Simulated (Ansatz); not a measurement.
**What uniaxial strain ε_zz = +2.00 % does to HfN**

Take HfN in the rock salt structure (space group Fm-3m, No. 225; a = 4.502 Å; relaxed with 0.1 eV smearing) as the base. Axes: x, y, z lie along the cube axes.

Modification: uniaxial strain ε_zz = +2.00 %, all other strain components held at zero, atoms relaxed at fixed cell.

Level of theory: plane-wave PAW DFT at the PBEsol level (Ansatz, a program for electronic structure, 420 eV), no spin-orbit coupling. Γ-centred 22×22×22 mesh, Fermi–Dirac width 0.1 eV.

```json
[
 {"quantity": "volume per atom", "base": "11.40 Å³", "changed": "11.63 Å³", "shift": "+0.23 Å³"},
 {"quantity": "space group", "base": "Fm-3m (No. 225)", "changed": "I4/mmm (No. 139)", "shift": "–"},
 {"quantity": "shortest interatomic distance", "base": "2.251 Å", "changed": "2.251 Å", "shift": "0.000 Å"},
 {"quantity": "energy relative to the base (free energy F)", "base": "0 meV/atom", "changed": "+8.3 meV/atom", "shift": "+8.3 meV/atom"},
 {"quantity": "pressure (mean of the normal stresses, compression positive)", "base": "0.0 GPa", "changed": "-5.1 GPa", "shift": "-5.1 GPa"},
 {"quantity": "band gap", "base": "zero", "changed": "zero", "shift": "–"},
 {"quantity": "stress (xx, yy, zz, yz, xz, xy; compression positive)", "base": "–", "changed": "(-2.1, -2.1, -11.2, 0.0, 0.0, 0.0) GPa", "shift": "–"}
]
```

Cost of the whole job for the changed cell (relaxation, final SCF and bands): about 30 core-seconds (a rough figure).

No phonon test of stability was made. The final runs are not spin-polarised. An odd electron count without spin: HfN.
